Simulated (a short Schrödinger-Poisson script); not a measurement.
System: gated Al0.4Ga0.6N/GaN polarisation-induced gas, at 20 K.

```csv
layer,material,thickness (nm),Na (cm⁻³)
1,Al0.4Ga0.6N,30,-
2,GaN,6000,1e15
```

Constants are typed, rounded textbook-type inputs, not results; the design itself was drawn at random and stands for no fabricated device. Al0.4Ga0.6N: permittivity 9.26, conduction-band edge (eV) 0.58, gap (eV) 4.258, electron mass (mₑ) 0.248, Nv at 300 K (cm⁻³) 4.6e19. GaN: permittivity 9.5, conduction-band edge (eV) 0, gap (eV) 3.43, Nv at 300 K (cm⁻³) 4.6e19.

Channel valleys (confinement mass, in-plane density-of-states mass, number): Γ 0.2, 0.2, 1. At the gate the conduction-band edge of layer 1 lies 1.36 eV − eVg above the Fermi level of the channel; the field vanishes at the back. Sheet of polarisation charge: +2e13 e/cm² at 30 nm from the gate. The barrier under the gate holds no holes. Gaps are held at their typed values at every temperature. Mesh 0.08 nm at interfaces.

Solved with a short Schrödinger-Poisson script written for these runs: 1D Poisson equation in equilibrium, electrons quantum, Hartree (BenDaniel-Duke, 40 states a valley, the channel's in-plane mass for all, wave functions free to enter the barrier), parabolic valleys, classical holes, full ionisation, no traps, pinning or gate leakage.

The same stack at other levels of the model or other numerical settings:

```tsv
run	sheet density of all electrons at Vg = 0.5 V (cm⁻²)	sheet density of all electrons at Vg = -6.5 V (cm⁻²)	capacitance at Vg = 0.5 V (μF/cm²)	centroid of the channel electrons at Vg = 0.5 V (nm)	rough cost against the base
base	1.84e13	6.88e12	0.267	1.58	about 1
electrons treated as classical, Boltzmann	1.93e13	7.34e12	0.273	0.11	0.02
electrons treated as classical, Fermi-Dirac	1.84e13	6.96e12	0.263	1.40	0.07
electrons treated as quantum, Hartree plus LDA exchange-correlation	1.85e13	6.95e12	0.267	1.47	2
mesh six times as coarse	1.84e13	6.88e12	0.267	1.52	0.3
one subband a valley	1.84e13	6.88e12	0.266	1.27	0.4
```

The classical rows ignore confinement, and Boltzmann statistics overrate the density once the band edge passes the Fermi level.
